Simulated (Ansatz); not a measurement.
Sb (Pm-3m, No. 221, 1 atom in the cell; start mp-133; another form than the element's usual one), treated with r²SCAN (plane waves, PAW; Ansatz, a program for electronic structure).

Numerical settings: plane-wave cutoff 560 eV, 18×18×18 k mesh, Fermi–Dirac smearing 0.05 eV, scalar-relativistic PAW data made under PBE.

Cell (relaxed at this level):

```
CELL_PARAMETERS angstrom
      3.08814     0.00000     0.00000
      0.00000     3.08814     0.00000
      0.00000     0.00000     3.08814
ATOMIC_POSITIONS crystal
  Sb 0.00000 0.00000 0.00000
```

**Question.** Give the computed bulk modulus.

**Answer.** 
- bulk modulus = 60.1 GPa

The run finds no gap.

Note: the bulk modulus is −V dP/dV from two relaxed cells at ±2 % in volume; the relaxation could not lower the start's symmetry, so the cell can be a saddle point above a distorted one.

Spin–orbit coupling is not included; it can open a gap where bands touch, and shift volumes and moduli.

The computed numbers hold no vibrational or temperature effects.

Cost on a shared machine: very roughly 21 core-seconds.

A start named mp-… is a Materials Project structure, which need not be a measured phase.
